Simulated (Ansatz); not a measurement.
Results of PBEsol (Ansatz, an electronic-structure program, PAW) for CsCl-type MnPd.

Numerical settings: plane-wave cutoff 520 eV, 18×18×18 k mesh, Fermi–Dirac smearing 0.05 eV, spin-polarised start, scalar-relativistic PAW data made under PBE.

Cell (relaxed at this level):

```
CELL_PARAMETERS angstrom
      3.06922     0.00000     0.00000
      0.00000     3.06922     0.00000
      0.00000     0.00000     3.06922
ATOMIC_POSITIONS crystal
  Mn 0.00000 0.00000 0.00000
  Pd 0.50000 0.50000 0.50000
```

Task: Give the computed bulk modulus B0.

Result: 
- bulk modulus B0 = 157 GPa

The run finds no gap.

Note: the magnetic order was assumed, not searched for or taken from measurement; the bulk modulus is −V dP/dV from two relaxed cells at ±2 % in volume; the relaxation could not lower the start's symmetry, so the cell can be a saddle point above a distorted one; the volume lies 7 % below that of the published cell.

Static lattice: no zero-point or thermal effects.

Cost on a shared machine: about 90 core-seconds (a rough figure).
